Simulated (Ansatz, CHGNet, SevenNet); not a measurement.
**NbSi2 (model structure, started from the CrSi2 type, P6₂22, No. 180, 9 atoms in the cell): properties by level of theory**

```tsv
level (code)	lattice parameter a (Å)	c axis length (Å)
CHGNet-r²SCAN	4.812	6.573
SevenNet-l3i5	4.818	6.618
PBEsol (Ansatz)	4.770	6.570
```

Ansatz's density-functional and Hartree–Fock values are scalar-relativistic unless marked +SOC, with PAW data made under PBE.

Static lattice: no zero-point or thermal effects.

A model structure was made by putting elements into a prototype or built by hand; here it ended with the formula and space group of a phase in our tables.

Ansatz is a first-principles code.
